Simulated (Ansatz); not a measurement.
A (7,7) germanium nanotube has 28 atoms in a period of 4.040 Å, a mean diameter of 15.68 Å, and lies 10 meV/atom over the flat sheet relaxed at the same level.

These are PBE (plane waves to 420 eV, PAW; Ansatz, an electronic-structure program) values and carry that method's errors. Mesh 1×1×18. No spin polarisation. Isolated but for its images some 11 Å away. A hypothetical model, rolled from the flat sheet. It keeps the symmetry and period of its start, so it need not be a minimum against all distortions. Values not marked SOC lack spin–orbit coupling.

### Question
Which bending rigidity of the sheet does this imply in the thin-plate picture?

### Answer
A plate bent to radius R stores D/(2R²) an area. The area an atom is π × 15.68 × 4.040/28 = 7.11 Å², so the stored energy is 0.010/7.11 = 0.0014 eV/Å². With R = 7.840 Å, D = 2R² × 0.0014 = 0.17 eV.
